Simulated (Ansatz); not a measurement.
We consider C11b WSi2, described by revPBE in Ansatz (PAW).

Run with plane-wave cutoff 520 eV, 24×24×24 k mesh, Fermi–Dirac smearing 0.05 eV, no spin polarisation, scalar-relativistic PAW data made under PBE.

Computed points:

```tsv
V (Å³/atom)	E − E_lowest (meV/atom)	P (GPa)
13.244	15.78	9.50
13.520	3.81	4.50
13.796	0.00	0.01
14.072	3.52	-4.02
14.348	13.61	-7.63
```

Estimate the bulk modulus from the pressures at 13.520 and 14.072 Å³/atom, and compare it with a fit to all energies.

B = −V dP/dV. Between V = 13.520 and 14.072 Å³/atom, dP/dV = (-4.02 − (4.50))/(14.072 − 13.520) = -15.4 GPa per Å³/atom; at the midpoint 13.796 Å³/atom this gives B ≈ 213 GPa. The third-order Birch–Murnaghan fit gives V0 = 13.797 Å³/atom, B0 = 212 GPa, B′ = 4.4, which lies within 1 % of that estimate.

Shape and atoms are relaxed at each volume.

Spin–orbit coupling is not included.

Static lattice: no zero-point or thermal effects.

Ansatz is an electronic-structure program.
